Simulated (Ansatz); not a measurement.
We consider WO3 (model structure, Pnma, No. 62, 16 atoms in the cell), described by PBEsol+SOC (Ansatz, a first-principles code, PAW).

Numerical settings: plane-wave cutoff 520 eV, 2×8×8 k mesh (along the axes of the cell as run), Fermi–Dirac smearing 0.01 eV, PAW data made under PBE.

Cell (relaxed with PBE-D3(BJ)):

```cif
data_O12W4
_chemical_formula_sum 'W4 O12'
_space_group_name_H-M_alt 'P 1'
_space_group_IT_number 1
_cell_length_a 14.72103
_cell_length_b 3.73967
_cell_length_c 3.79398
_cell_angle_alpha 90.000
_cell_angle_beta 90.000
_cell_angle_gamma 90.000
loop_
_space_group_symop_operation_xyz
  'x, y, z'
loop_
_atom_site_label
_atom_site_type_symbol
_atom_site_fract_x
_atom_site_fract_y
_atom_site_fract_z
_atom_site_occupancy
W1 W 0.60362 0.25000 0.46945 1
W2 W 0.39638 0.75000 0.53055 1
W3 W 0.89638 0.75000 0.96945 1
W4 W 0.10362 0.25000 0.03055 1
O1 O 0.71859 0.25000 0.48149 1
O2 O 0.28141 0.75000 0.51851 1
O3 O 0.78141 0.75000 0.98149 1
O4 O 0.21859 0.25000 0.01851 1
O5 O 0.43208 0.25000 0.49808 1
O6 O 0.56792 0.75000 0.50192 1
O7 O 0.06792 0.75000 0.99808 1
O8 O 0.93208 0.25000 0.00192 1
O9 O 0.58411 0.25000 0.98928 1
O10 O 0.41589 0.75000 0.01072 1
O11 O 0.91589 0.75000 0.48928 1
O12 O 0.08411 0.25000 0.51072 1
```

**Question.** What does this level give for the band gap?

**Answer.** 
* **band gap**: 1.17 eV (on the SCF k mesh)

Note: the relaxation could raise the start's symmetry but not lower it, so the cell can be a saddle point; cell and atoms aren't relaxed at this level (pressure -3.5 GPa).

Computed values are for the static lattice.

Computing time: very roughly 9 core-minutes.

A model structure was made by putting elements into a prototype or built by hand; it is no filed structure, need not be a known phase, and can be a saddle point held by its symmetry.
